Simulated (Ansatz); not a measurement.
## Response to strain in Ag

Take Ag in the fcc (Cu type) structure (space group Fm-3m, No. 225; a = 4.0538 Å; relaxed with 0.1 eV smearing) as the base. Axes: x, y, z lie along the cube axes.

Strains are applied to the cell and any free atomic positions relax; under biaxial strain the out-of-plane vector relaxes too.

The values are results of PBEsol/PAW in Ansatz (a first-principles code), scalar-relativistic without spin-orbit coupling, not measurements.

Notes on the quantities. energy relative to the base: free energy F; in-plane stress: mean in-plane stress (compression positive).

```tsv
case	energy relative to the base	in-plane stress	volume per atom
base	0 meV/atom	–	16.65 Å³
biaxial strain −2.50 %, plane normal [111], relaxed out of plane	+15 meV/atom	+6.3 GPa	16.17 Å³
biaxial strain −1.67 %, plane normal [111], relaxed out of plane	+6.5 meV/atom	+3.9 GPa	16.33 Å³
biaxial strain −1.25 %, plane normal [111], relaxed out of plane	…	+2.8 GPa	16.41 Å³
biaxial strain −0.83 %, plane normal [111], relaxed out of plane	+1.5 meV/atom	+1.8 GPa	16.49 Å³
biaxial strain −0.42 %, plane normal [111], relaxed out of plane	+0.4 meV/atom	+0.9 GPa	16.57 Å³
biaxial strain +0.42 %, plane normal [111], relaxed out of plane	+0.4 meV/atom	-0.8 GPa	16.74 Å³
biaxial strain +0.83 %, plane normal [111], relaxed out of plane	…	-1.6 GPa	16.81 Å³
biaxial strain +1.25 %, plane normal [111], relaxed out of plane	+3.1 meV/atom	-2.3 GPa	16.89 Å³
biaxial strain +2.50 %, plane normal [111], relaxed out of plane	…	-4.1 GPa	17.12 Å³
```

Task: Complete the table.

Result: 
- biaxial strain −1.25 %, plane normal [111], relaxed out of plane, energy relative to the base: +3.6 meV/atom
- biaxial strain +0.83 %, plane normal [111], relaxed out of plane, energy relative to the base: +1.4 meV/atom
- biaxial strain +2.50 %, plane normal [111], relaxed out of plane, energy relative to the base: +12 meV/atom

No phonon test of stability was made.
